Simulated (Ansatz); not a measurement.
The reference is PbZrO3 (space group R3c, No. 161; a hypothetical phase, not in the database extracts checked).

```yaml
crystal:
  lattice:
    - [2.92144, 1.68669, 4.80943]
    - [-2.92144, 1.68669, 4.80943]
    - [0.00000, -3.37338, 4.80943]
  atoms:
    - { symbol: Pb, position: [0.71491, 0.71491, 0.71491] }
    - { symbol: Pb, position: [0.21491, 0.21491, 0.21491] }
    - { symbol: Zr, position: [0.98503, 0.98503, 0.98503] }
    - { symbol: Zr, position: [0.48503, 0.48503, 0.48503] }
    - { symbol: O, position: [0.79266, 0.26501, 0.69211] }
    - { symbol: O, position: [0.26501, 0.69211, 0.79266] }
    - { symbol: O, position: [0.69211, 0.79266, 0.26501] }
    - { symbol: O, position: [0.29266, 0.19211, 0.76501] }
    - { symbol: O, position: [0.19211, 0.76501, 0.29266] }
    - { symbol: O, position: [0.76501, 0.29266, 0.19211] }
```

Cartesian axes are those of the cell as printed.

All numbers come from Ansatz (an electronic-structure program) PBEsol, no spin-orbit coupling.

Now apply this change: tensor shear ε_xy = +2.47 % (engineering shear γ = 0.0494); the atoms relax in the strained cell.

Problem. Predict the stress tensor and what it implies for the stiffness.

Solution. Stress of the strained cell less that of the base (GPa, compression positive):
```
  -0.06   -2.87   -0.54
  -2.87   -0.16   -0.06
  -0.54   -0.06   -0.15
```

Then −Δσ/γ with γ = 2ε = 0.0494 gives secant stiffness values (nonlinear terms included at this strain): C66 ≈ 58 GPa.

As a check, the harmonic strain energy −½ V₀ Δσ:ε is 6.3 meV/atom; the computed energy rise is 6.3 meV/atom.

No phonon test of stability was made.
